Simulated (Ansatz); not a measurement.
Base system: GaAs (space group P4_2/mnm, No. 136; a = 6.9169 Å, c = 4.0030 Å; a hypothetical phase, not in the database extracts checked). Axes: x, y, z lie along a, b, c of the conventional cell.

The change: uniaxial stress, 3 GPa tension along x, with the cell and atoms free to relax against it.

Levels (all Ansatz, an electronic-structure program, PAW): PBEsol (420 eV, no spin-orbit coupling); r2SCAN (500 eV, no spin-orbit coupling); HSE06 (420 eV, no spin-orbit coupling).

One geometry, relaxed with PBEsol, under each level:

```tsv
level	band gap	lowest conduction level above the VBM at special points	pressure
PBEsol	0.40 eV	Γ 0.40 eV; R 0.55 eV; X 1.34 eV; T 1.35 eV	-1.00 GPa
r2SCAN	0.92 eV	Γ 0.92 eV; R 0.92 eV; X 1.69 eV; T 1.67 eV	-0.82 GPa
HSE06	1.26 eV	Γ 1.27 eV; R 1.26 eV; X 2.10 eV	–
```

Single points use the geometry relaxed with PBEsol. Their cutoffs differ, which shifts pressures a little. Load acts through the strain it causes; cell and atoms are relaxed under it. Beyond what the load breaks, stability against distortions was not tested. Labels are those of the standard path for the cell's own space group.
